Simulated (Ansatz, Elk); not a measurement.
# One structure in several programs: TiMo₃ (Immm, 4 atoms in the cell)

Self-consistent single point, at a second geometry (lattice scaled by 0.98). First geometry:

```yaml
crystal:
  lattice:
    - [-1.56346, 2.18377, 4.42093]
    - [1.56346, -2.18377, 4.42093]
    - [1.56346, 2.18377, -4.42093]
  atoms:
    - { symbol: Ti, position: [0.50000, 0.00000, 0.50000] }
    - { symbol: Mo, position: [0.75659, 0.75659, 0.00000] }
    - { symbol: Mo, position: [0.24341, 0.24341, 0.00000] }
    - { symbol: Mo, position: [0.00000, 0.50000, 0.50000] }
```

Shared settings, as Ansatz (a program for electronic structure) writes them: kpoints.mp_grid.grid = 7 7 7; scf.occupations.method = fermi_dirac; scf.occupations.width = 0.1 eV. Potentials and cutoffs stand in the table.

```csv
code,model,ΔF from the first geometry (meV/atom),cutoff
Elk,"LDA (PW92), all-electron FP-LAPW, Elk's shipped species files, APW+lo basis with extra local orbitals",28.4,rgkmax 7.5
Ansatz,"LDA (PW92), PAW files made with PBE",30.3,default
```

On Ansatz's run: spin polarisation is off.

The spread over the programs that give each value: ΔF from the first geometry within 1.9 meV/atom.

Elk treats all electrons, but the usual bases taken here (sphere radii, linearisation, local orbitals, empty states) were not tested for convergence, so the values are no reference for the others.

The starting cell comes from a database of computed structures (which also holds hypothetical and non-ambient phases and stackings), without a prior relaxation at this level. Its lattice was rescaled by a random factor within 2.5 % of one. For this run, on top of that: lattice scaled by 0.98.

Keys are those of Ansatz 0.2.
